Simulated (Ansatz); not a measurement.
Functionals compared on the (313) surface of tetragonal indium in its 1x1 cell, outermost plane spacing 0.44 Å in the ideal cut, in Ansatz (plane waves, PAW). The structure was relaxed with PBE; the other rows are single points on it. Cutoff 420 eV (500 eV for r2SCAN).

Model: 24-atom slab, 10.2 Å thick at the start (thin: gaps and levels are the slab's own), 7x4x1 mesh, Fermi-Dirac 0.1 eV, dipole correction, all atoms relaxed; symmetry of the start imposed; no spin, no spin-orbit, no U. These notes are the PBE run's.

| functional | work function of the top face (eV) | rough cost of the single point |
|---|---|---|
| PBE | 3.81 | – |
| LDA | 4.09 | very roughly 4 core-minutes |
| PBEsol | 3.90 | about 4 core-minutes (a rough figure) |
| RPBE | 3.69 | around 5 core-minutes (rough) |
| r2SCAN | … | around 9 core-minutes (rough) |

Q: Fill in the missing entries.

A: 
- r2SCAN, work function of the top face (eV): 3.94

Ansatz is a program for electronic structure.
